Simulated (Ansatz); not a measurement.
The starting structures come from a database of crystals and need not be the phases stable at ambient conditions.

Here is the system:

```
CELL_PARAMETERS angstrom
      3.86607     0.00000     0.00000
      0.00000     3.86607     0.00000
      1.93304    -1.93304     2.73373
ATOMIC_POSITIONS crystal
  Mg 0.00000 0.00000 0.00000
  Se 0.50000 0.50000 0.00000
```

Space group of this cell: Fm-3m, rock salt. The cell is taken as given.

The current runs along the normal of the first two printed vectors, the (001) plane. All runs by Ansatz (a first-principles code), plane waves and PAW, without spin-orbit coupling; the base is r2SCAN.

| run | mean pressure (GPa) | gap (eV) | mid-gap κ (1/Å) |
|---|---|---|---|
| base | 0.2 | 2.48 | 0.197 |
| all lengths scaled by 0.98 | 4.8 | 2.59 | 0.210 |
| all lengths scaled by 1.02 | -3.4 | … | … |
| lda in place of r2scan | -2.7 | 1.65 | 0.141 |
| lengths across the current scaled by 0.98, ions clamped | 3.2 | … | … |
| lengths across the current scaled by 1.02, ions clamped | -2.2 | … | … |
| lengths along the current scaled by 0.97, ions clamped | 2.5 | 2.39 | 0.213 |
| lengths along the current scaled by 1.03, ions clamped | -1.6 | 2.30 | 0.182 |
| pbesol in place of r2scan | -0.6 | 1.76 | 0.148 |

Problem. Fill in the missing entries.

Solution. 
- all lengths scaled by 1.02, gap (eV): 2.38
- all lengths scaled by 1.02, mid-gap κ (1/Å): 0.183
- lengths across the current scaled by 0.98, ions clamped, gap (eV): 2.46
- lengths across the current scaled by 0.98, ions clamped, mid-gap κ (1/Å): 0.200
- lengths across the current scaled by 1.02, ions clamped, gap (eV): 2.32
- lengths across the current scaled by 1.02, ions clamped, mid-gap κ (1/Å): 0.193
